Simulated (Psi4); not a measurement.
Psi4 1.11, HF/def2-svpd: Ti(OH)4 ([OH][Ti]([OH])([OH])[OH]), 9 atoms. The geometry is a generated start, not checked to be a minimum at this level.

```yaml
task: energy
method: scf
basis: def2-svpd
memory: 3 GB
maxiter: 100
keys_of_the_molecule_block: symmetry c1
scf_type: df (default)
e_convergence: 1e-06 (default)
d_convergence: 1e-06 (default)
basis_functions: 158
```

```xyz
9

Ti     0.0205    -0.0633    -0.0705
O      1.3932    -0.3652    -1.0718
H      2.3439    -0.2436    -1.0616
O      0.4687     0.0105     1.6041
H      0.4484     0.8031     2.1482
O     -0.6860     1.4762    -0.4684
H     -1.3252     1.6308    -1.1699
O     -1.1920    -1.2919    -0.2735
H     -1.4714    -1.9567     0.3634
```

Charge 0 and multiplicity 1 are set for this test and not shown to be the ground state.

With the defaults (damping_percentage = 0, soscf = false, soscf_start_convergence = 0.01, diis = true, scf_initial_accelerator = adiis, guess = auto, which took SAD, diis_max_vecs = 10) it converges in 9 SCF iterations. One run each on 2 threads, with these changes:
- soscf = true
- soscf = true, soscf_start_convergence = 0.001
- guess = sapgau
- guess = gwh
- damping_percentage = 60
- guess = huckel
- diis_max_vecs = 3
- soscf = true, soscf_start_convergence = 0.1
- damping_percentage = 60, diis = false, scf_initial_accelerator = none

Q: Name the settings that don't reach the solution of the defaults.

A: No convergence: damping_percentage = 60 (the run ends without SCF convergence in 100 iterations). The rest reach the solution of the defaults.

```
setting                                                                SCF iterations  JK calls             end
---------------------------------------------------------------------  --------------  --------  --------------
soscf = true                                                                        6        22   same solution
soscf = true, soscf_start_convergence = 0.1                                         6        22   same solution
soscf = true, soscf_start_convergence = 0.001                                       6        17   same solution
the defaults                                                                        9        10   same solution
guess = sapgau                                                                      9         9   same solution
guess = huckel                                                                     10        28   same solution
diis_max_vecs = 3                                                                  11        12   same solution
guess = gwh                                                                        13        13   same solution
damping_percentage = 60, diis = false, scf_initial_accelerator = none              87        88   same solution
damping_percentage = 60                                                           100       101  no convergence
```

An SOSCF iteration holds several JK calls; a Hückel guess adds calls on atoms.
